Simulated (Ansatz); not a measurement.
The structure below was relaxed with PBE (Ansatz, an electronic-structure program, PAW, spin-orbit coupling left out), earlier PAW set, at pressure 3 GPa.

```xyz
1
Lattice="-1.5744 1.5744 1.5744 1.5744 -1.5744 1.5744 1.5744 1.5744 -1.5744" Properties=species:S:1:pos:R:3 pbc="T T T"
Mo     0.0000     0.0000     0.0000
```

Problem. Find the space group and the Wyckoff positions.

Solution. Space group Im-3m (No. 229); a = 3.1489 Å, b = 3.1489 Å, c = 3.1489 Å, α = 90.00°, β = 90.00°, γ = 90.00°

```tsv
atom	site	symmetry	x	y	z
Mo	2a	m-3m	0.0000	0.0000	0.0000
```

Problem. Describe the coordination.

Solution. The crystal has 2 atoms in its conventional cell. Conventional cell: a = b = c = 3.1489 Å, α = β = γ = 90.00°. Mo is coordinated by 8 Mo at 2.727 Å and 6 Mo at 3.149 Å. (Neighbours: up to the widest gap in distance over summed covalent radii, below 1.35, at either atom.)

Load acts through the strain it causes; cell and atoms are relaxed under it. No phonon test of stability was made. The final runs are not spin-polarised. The cell was made from Mo in the bcc (W type) structure (space group Im-3m, No. 229) by this change: pressure 3 GPa.
